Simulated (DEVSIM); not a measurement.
Device: GaAs p-n junction from an implanted or diffused profile, at 300 K.

Layer 1 from the left is GaAs, thickness (μm) 36.0, Nd (cm⁻³) 1.2e17, τn (s) 2.4e-9, τp (s) 2.4e-9.

Added acceptor profile: 1.8e17 cm⁻³ × exp(−(x − 0 μm)²/(2·(0.033 μm)²)). Left contact: ohmic. Right contact: ohmic. Voltage is applied to the left contact. Recombination: SRH at mid-gap, Auger. Mobility is μmin + (μ − μmin)/(1 + (N/Nref)^α).

The device is made up for the run: typed textbook-type constants, with dimensions and the other settings drawn at random. Values at 300 K.

GaAs: gap (eV) 1.424, affinity (eV) 4.07, permittivity 12.9, Nc (cm⁻³) 4.7e17, Nv (cm⁻³) 9e18, μn (cm²/Vs) 8500, μp (cm²/Vs) 400, μn,min 500, μp,min 20, Nref,n 6e16, Nref,p 1.5e17, αn 0.39, αp 0.38, Cn (cm⁶/s) 1e-30, Cp (cm⁶/s) 1e-30.

Simulated with DEVSIM: 1D drift-diffusion, Boltzmann statistics, complete ionisation; no tunnelling, impact ionisation, image-force lowering or self-heating.

Problem. What does the simulation give for the dark forward voltage at 100 A/cm², the dark forward voltage at 1 A/cm², the potential step across the device at zero bias?

Solution. dark forward voltage at 100 A/cm² 1.007 V; dark forward voltage at 1 A/cm² 0.874 V; potential step across the device at zero bias 1.259 V.
